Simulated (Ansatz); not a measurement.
Here is the system:

```
CELL_PARAMETERS angstrom
      0.03321     2.91346     2.91346
      2.91346     0.03321     2.91346
      2.94667     2.94667     0.00000
ATOMIC_POSITIONS crystal
  In 0.00198 0.00198 0.99802
  P  0.24802 0.24802 0.25198
```

No spin polarisation.

All numbers come from DFT with LDA, PAW potentials and a 420 eV plane-wave cutoff in Ansatz (a program for electronic structure), no spin-orbit coupling. k-mesh 10×10×10 (Γ-centred); smearing 0.05 eV (Fermi–Dirac).

**Question.** What is the computed band gap?

**Answer.** 0.49 eV.

**Question.** Predict the pressure (mean of the normal stresses, compression positive).

**Answer.** 0.00 GPa.

The cells carry an imposed strain or load. No phonon test of stability was made. The cell was made from InP in the zinc blende structure (space group F-43m, No. 216) by this change: tensor shear ε_xy = +1.14 %.
